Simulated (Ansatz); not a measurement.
**Band edges of rocksalt MgS (Fm-3m) under uniaxial stress along [110]**

Cell and atoms are relaxed with r2SCAN to each stress (compression positive); bands and masses by r2SCAN with spin-orbit coupling, rigid bands (plane waves, PAW; Ansatz, a quantum-chemistry and plane-wave program). Strains are changes of length against the unloaded cell.

```xyz
2
Lattice="0.0000 2.6016 2.6016 2.6016 0.0000 2.6016 2.6016 2.6016 0.0000" Properties=species:S:1:pos:R:3 pbc="T T T"
Mg     0.0000     0.0000     0.0000
S      2.6016     2.6016     2.6016
```

```
stress (GPa)  strain [110] (%)  strain [1−10] (%)  strain [00−1] (%)  gap (eV)  mean mₑ*
------------  ----------------  -----------------  -----------------  --------  --------
-2.00                     1.48              -0.23              -0.37     3.294      0.37
-1.00                     0.72              -0.12              -0.17     3.372      0.37
0                            0                  0                  0     3.433      0.37
1.00                     -0.69               0.12               0.16     3.409      0.37
2.00                     -1.37               0.25               0.32     3.381      0.37
```

[110] is the direction of the load. Masses are conductivity masses at 300 K in electron masses, harmonic means over x, y and z.

Question: From the two loads next to zero, find the Young modulus and the ratio of transverse to axial strain, taking [1−10].

Answer: Between -1.00 and 1.00 GPa the strain along [110] changes by -1.41 % and that along [1−10] by 0.24 %. The modulus is 2.00/0.0141 = 142 GPa and the ratio of the strains 0.17 (r2SCAN, atoms relaxed).

Question: How fast does the gap move on either side of zero load?

Answer: Under tension, (3.372 − 3.433) eV over -1.00 GPa = 61 meV/GPa, or about -8.5 eV per unit strain; under compression, (3.381 − 3.433) eV over 2.00 GPa = -26 meV/GPa, or about 3.8 eV per unit strain. The two slopes part by 87 meV/GPa; gaps are resolved to about 0.01 eV, which allows 15 meV/GPa, so they differ, even in sign: the gap has a turning point near zero load.

Masses are those of dilute carriers in rigid bands with one relaxation time, without polarons. Third decimals of gaps are kept for the arithmetic. Every relaxation keeps the rocksalt phase (space group Immm under this load), so a transition, a distortion that breaks the symmetry or fracture can't show.
